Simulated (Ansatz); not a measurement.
Density of states of Zr (P6_3/mmc) near the Fermi level, Ansatz (a program for electronic structure) with PBEsol, rigid bands.

(E − E_F (eV), states/eV/cell): (-1.95, 2.34); (-1.85, 1.96); (-1.75, 1.77); (-1.65, 1.85); (-1.55, 2.03); (-1.45, 2.21); (-1.35, 2.71); (-1.25, 2.37); (-1.15, 2.56); (-1.05, 2.66); (-0.95, 3.04); (-0.85, 3.16); (-0.75, 3.25); (-0.65, 3.36); (-0.55, 3.15); (-0.45, 1.76); (-0.35, 1.10); (-0.25, 1.07); (-0.15, 1.17); (-0.05, 1.61); (0.05, 2.30); (0.15, 3.95); (0.25, 3.94); (0.35, 3.26); (0.45, 3.08); (0.55, 3.08); (0.65, 3.15); (0.75, 3.21); (0.85, 3.42); (0.95, 3.70); (1.05, 3.42); (1.15, 3.74); (1.25, 3.88); (1.35, 4.05); (1.45, 3.46); (1.55, 2.77); (1.65, 2.46); (1.75, 2.38); (1.85, 1.80)

Problem. With 2 atoms a cell, what bare Sommerfeld coefficient γ = (π²/3) k_B² N(E_F) follows?

Solution. N(E_F) ≈ 2.0 states/eV a cell at 300 K, so γ ≈ 2.4 mJ/(mol of atoms·K²), before many-body enhancement (phonons, spin fluctuations, correlation).

Problem. How far does the Fermi level move in a rigid band for 0.1 electron a cell added or removed?

Solution. 46 meV and -56 meV.

A metal at this level (no band gap); rigid bands, thermally averaged at 300 K, both spins. Spin-orbit coupling is left out. Geometry: cell and atoms relaxed with PBEsol.
